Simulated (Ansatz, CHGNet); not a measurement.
**Lattice parameter c of Ti₃Al (P6₃/mmc, No. 194) at several levels of theory**

No measured value is used here.

Q: Put these levels in order of the lattice parameter c that they give for Ti₃Al (P6₃/mmc, No. 194), smallest first: CHGNet-r²SCAN (CHGNet), LDA (Ansatz, an electronic-structure program), PBE (Ansatz), PBEsol (Ansatz).

A: LDA (4.567 Å), PBEsol (4.609 Å), CHGNet-r²SCAN (4.633 Å), PBE (4.657 Å)

Ansatz's density-functional and Hartree–Fock values are scalar-relativistic unless marked +SOC, with PAW data made under PBE.

Machine-learned potentials (CHGNet-r²SCAN) are trained on DFT data, which may include these solids.
